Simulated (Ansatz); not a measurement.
Consider the following.

End structure of a constructed model of the (111)B surface of zinc-blende ZnSe (in the relaxation 2 Se–Se bonds formed; 1 Se–Zn bonds broke), Se-terminated, 2x2 O adatom at T4 (bottom of the slab: 2 H on 4 bottom sites):

```xyz
35
Lattice="8.1098 0.0000 0.0000 -4.0549 7.0233 0.0000 0.0000 0.0000 30.0000" Properties=species:S:1:pos:R:3 pbc="T T T"
Zn     2.1851     1.0795     9.4668
Zn     6.0490     1.1885    10.4391
Zn    -0.0322     4.7021    10.4391
Zn     4.2112     4.5919     9.4692
Se     0.0863     2.2913    10.6475
Se     3.9977     2.3720    10.6714
Se    -2.0828     5.8868    10.6714
Se     2.1134     5.8031    10.6390
Zn     0.0000     2.3411    13.1496
Zn     4.0549     2.3411    13.1496
Zn    -2.0275     5.8528    13.1496
Zn     2.0275     5.8528    13.1496
Se     0.0000     0.0000    13.9773
Se     4.0549     0.0000    13.9773
Se    -2.0275     3.5117    13.9773
Se     2.0275     3.5117    13.9773
Zn    -0.0994    -0.0900    16.4637
Zn     4.1466    -0.0529    16.4464
Zn    -2.0448     3.5217    16.4786
Zn     2.0557     3.6428    16.4637
Se     2.0155     1.1775    17.0055
Se     6.0811     1.1836    17.3440
Se    -0.0120     4.6768    17.3440
Se     4.0811     4.6671    17.4204
Zn     2.0912     1.1337    19.2810
Zn     5.8350     1.0470    19.8394
Zn    -0.0166     4.9582    19.8394
Zn     4.0292     4.6970    20.0268
Se    -1.5182     3.2176    21.1093
Se     3.9884     2.2508    20.9784
Se    -1.9825     5.9555    20.9784
Se     2.0237     5.8549    20.8321
H      2.0467     1.1595     7.9332
H      4.0879     4.6632     7.9337
O      2.0218     1.1738    21.0902
```

Model: 35-atom slab, 13.5 Å thick at the start with caps and adatoms (thin: gaps and levels are the slab's own), 3x3x1 mesh, Fermi-Dirac 0.025 eV, dipole correction, 8 atoms held, the rest relaxed; held to the start's symmetry, so lower structures may exist; no spin, no spin-orbit, no U. In PBE it lies 0.10 eV a 1x1 cell over the lowest computed structure of the same composition (2x2 O adatom at H3).

**Question.** Give the highest filled level below the top vacuum level at the level PBE (Ansatz, a first-principles code).

**Answer.** 6.28 eV

**Question.** Give the gap of the slab on its k-mesh at the level PBE.

**Answer.** 1.21 eV
